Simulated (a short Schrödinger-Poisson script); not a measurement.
Solved with a short Schrödinger-Poisson script written for these runs: 1D Poisson equation in equilibrium, electrons quantum, Hartree (BenDaniel-Duke, 40 states a valley, the channel's in-plane mass for all, wave functions free to enter the barrier), parabolic valleys, classical holes, full ionisation, no traps, pinning or gate leakage.

Stack: gated Al0.4Ga0.6As/GaAs δ-doped gas, at 77 K.

From the gate side: 15 nm Al0.4Ga0.6As; 2 nm Al0.4Ga0.6As; 6000 nm GaAs, acceptors 6e14 cm⁻³.

Constants are typed, rounded textbook-type inputs, not results; the design itself was drawn at random and stands for no fabricated device. Al0.4Ga0.6As: permittivity 11.76, conduction-band edge (eV) 0.316, gap (eV) 1.923, electron mass (mₑ) 0.1002, Nv at 300 K (cm⁻³) 9e18. GaAs: permittivity 12.9, conduction-band edge (eV) 0, gap (eV) 1.424, Nv at 300 K (cm⁻³) 9e18.

Channel valleys (confinement mass, in-plane density-of-states mass, number): Γ 0.067, 0.067, 1. At the gate the conduction-band edge of layer 1 lies 1.07 eV − eVg above the Fermi level of the channel; the field vanishes at the back. Sheet of ionised δ-doping: +5.1e12 e/cm² at 15 nm from the gate. The barrier under the gate holds no holes. Gaps are held at their typed values at every temperature. Mesh 0.08 nm at interfaces.

Give the gate voltage at 1e11 electrons/cm² (V); the sheet density of all electrons at Vg = 0.5 V (cm⁻²); the sheet density of all electrons at Vg = 0 V (cm⁻²).

gate voltage at 1e11 electrons/cm² (V): -0.34; sheet density of all electrons at Vg = 0.5 V (cm⁻²): 2.64e12; sheet density of all electrons at Vg = 0 V (cm⁻²): 1.06e12.
